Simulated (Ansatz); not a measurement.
Take Al₂O₃ in the corundum structure (space group R-3c, No. 167; a = 4.808 Å, c = 13.122 Å (hexagonal axes)) as the base. Axes: x lies along a and z along c of the hexagonal cell.

(Cell as relaxed with PBE.)

Levels (all Ansatz, a program for electronic structure, PAW, earlier PAW set): PBE (420 eV, no spin-orbit coupling); r2SCAN (500 eV, no SOC).

Each level relaxes its own structure.

```
base                     PBE   r2SCAN
-------------------  -------  -------
volume per atom      8.76 Å³  8.49 Å³
lattice parameter a  4.808 Å  4.758 Å
band gap             5.86 eV  7.15 eV
```

Modification: biaxial strain +2.20 %, plane normal [001], relaxed out of plane (Cartesian); in-plane vectors clamped, the third vector and the atoms free.

```csv
quantity,PBE,r2SCAN
"valence-band top at Γ (three highest levels, from the VBM)","0.00, -0.28, -0.28 eV","0.00, -0.31, -0.31 eV"
band gap,5.21 eV,6.45 eV
energy relative to the base (free energy F),+14 meV/atom,+15 meV/atom
```

PBE's band gap lies 1.24 eV below r2SCAN's; PBE's energy relative to the base lies 1.1 meV/atom below r2SCAN's. Neither level is exact; r2SCAN is the comparison here, not a measurement.

Stability against distortions was not tested.
